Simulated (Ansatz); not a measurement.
Worked example: zone-centre phonon calculation of Ta2H (C222, 3 atoms in the cell) in Ansatz (a program for electronic structure).

Method of the run: LDA (PW92), default PAW files made with PBE (plane waves; Ansatz).

```xyz
3
Lattice="1.7291 -2.3833 0.0000 1.7291 2.3833 0.0000 0.0000 0.0000 4.7824" Properties=species:S:1:pos:R:3 pbc="T T T"
Ta     0.8645     1.1917     1.2653
Ta     0.8645    -1.1917     3.5171
H      0.0000     0.0000     0.0000
```

Reference input (self-consistent single point, DFT, LDA (PW92), plane waves, default PAW files made with PBE): basis.ecutwfc = 420 eV; kpoints.mp_grid.grid = 12 12 7; hamiltonian.xc = lda; hamiltonian.pseudopotentials = {kind: paw} (the program's default PAW files); scf.occupations.method = fermi_dirac; scf.occupations.width = 0.1 eV. This run's input differs from it in these lines:

Ansatz 0.2 input:
```diff
@@ -10,3 +10,3 @@
 basis:
-  ecutwfc: 420.0 eV
+  ecutwfc: 355.0 eV
 kpoints:
@@ -18,6 +18,4 @@
   occupations: { method: fermi_dirac, width: 0.1 eV }
-output:
-  forces: true
-  eigenvalues: true
-  stress: true
+phonons:
+  method: dfpt
```

Output (repeated stretches shortened):

```
SCF iter   1: F=—  HF=-19381.356717 eV  |F-HF|=—  |Δ(HF+E_count)|=         —  Δρ=6.64e-3  dr2=1.59e-2  ethr=1.77e-3  ⟨swp⟩=5.3  Hψ=23227  notcnv=0
all-band conjugate gradients solve this SCF's bands
preconditioner: auto → none
SCF iter   2: F=—  HF=-19381.353537 eV  |F-HF|=—  |Δ(HF+E_count)|=   3.18e-3  Δρ=3.84e-3  dr2=5.75e-3  ethr=5.89e-5  ⟨swp⟩=1.3  Hψ=8047  notcnv=0
   [... lines left out ...]
SCF iter   6: F=—  HF=-19381.351826 eV  |F-HF|=—  |Δ(HF+E_count)|=   8.34e-7  Δρ=2.30e-5  dr2=9.51e-7  ethr=2.35e-8  ⟨swp⟩=2.2  Hψ=6635  notcnv=0
SCF iter   7: F=—  HF=-19381.351825 eV  |F-HF|=—  |Δ(HF+E_count)|=   8.55e-7  Δρ=6.38e-6  dr2=5.88e-8  ethr=3.52e-9  ⟨swp⟩=2.0  Hψ=6725  notcnv=0
SCF iter   8: F=—  HF=-19381.351825 eV  |F-HF|=—  |Δ(HF+E_count)|=   1.37e-8  Δρ=1.03e-6  dr2=9.01e-10  ethr=2.18e-10  ⟨swp⟩=2.0  Hψ=7005  notcnv=0
SCF iter   9: F=-19381.351825 eV  HF=-19381.351825 eV  |F-HF|=0.00e0  |Δ(HF+E_count)|=  1.42e-10  Δρ=1.43e-7  dr2=6.21e-12  ethr=1.00e-12  ⟨swp⟩=4.7  Hψ=26564  notcnv=0
SCF 1 converged in 9 iterations: F = -19381.351825 eV  dr2 = 6.21e-12
DFPT response loops at Γ: preconditioner auto → Kerker (q_TF=auto, 2.562 Å⁻¹) (partly filled bands, converged f_vac=0.000) …
Free energy (F): -19381.351825 eV
Internal energy: -19381.301744 eV  (E = F + TS)
E sigma→0 (E₀):  -19381.326784 eV
Entropy (-TS):   -0.050081 eV (-16.694 meV/atom)
Fermi energy:    17.060682 eV
--- Phonons (Γ-DFPT): 6 representative perturbations + reference, on 296 of 1008 k-points (Σ response iterations 18) ---
  k mesh reduced under 2 symmetry operations, with k and −k counted as one. Each operation leaves every solved displacement unchanged or reverses it
  ASR residual: 1.244e-4 → 0.000e0 eV/Å²; symmetrization residual: 2.067e-7 eV/Å²
  ASR residual per site (eV/Å²): 1.24e-4 1.24e-4 1.84e-5
  Γ frequencies (cm⁻¹): 0.00 0.00 0.00 113.73 142.76 166.83 1012.28 1318.92 1382.05
  non-analytic LO–TO correction: not included (Born effective charges unavailable; polar crystals: no LO–TO splitting at Γ)
```

The run converged in 9 iterations. 

Summary of the result:
- Free energy E − TS (on the zero of these files) = -19381.3518 eV
- Fermi level (on the code's own zero) = 17.06 eV
- Zone-centre frequencies (cm⁻¹; negative means imaginary) = 0, 0, 0, 114, 143, 167, 1012, 1319, 1382

The starting cell comes from a database of computed structures (which also holds hypothetical and non-ambient phases and stackings), without a prior relaxation at this level. Its lattice was rescaled by up to half a per cent. Spin polarisation is off. The cutoff lies below the one recommended for these files.

Cost on one core of a shared machine: roughly 2 min.
